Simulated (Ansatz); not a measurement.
# SrMoO3: pressure series

The parent structure is SrMoO₃ in the cubic perovskite structure (space group Pm-3m, No. 221; a = 3.950 Å; a cell from a computed database, its experimental status unchecked).

Cell and atoms are relaxed at each pressure.

Method: plane-wave PAW DFT at the PBEsol level (Ansatz, a first-principles code, 420 eV), no spin-orbit coupling.

```csv
pressure (GPa),volume per atom (Å³/atom)
-2,12.455
-1,12.391
0,12.329
0.3,12.311
0.7,?
1.5,12.239
5,12.042
7.5,11.911
10,11.787
```

Question: Fit the third-order Birch–Murnaghan form P(V) = (3B₀/2)[(V₀/V)^(7/3) − (V₀/V)^(5/3)]·[1 + (3/4)(B₀′ − 4)((V₀/V)^(2/3) − 1)] (squares taken in P) to the rows shown and predict the withheld row.

Answer: Least squares on the printed values gives V₀ = 12.329 Å³/atom, B₀ = 201 GPa, B₀′ = 4.4; this predicts 12.287 Å³/atom, and the run gives 12.287 Å³/atom, in agreement.

Load acts through the strain it causes; cell and atoms are relaxed under it. Stability against distortions was not tested. No other phases were tried under pressure. No Hubbard U is applied, and correlation can decide whether such a compound is a metal. All final runs are without spin polarisation. Many cubic perovskites are stable only at high temperature; tilts and polar distortions were not tested.
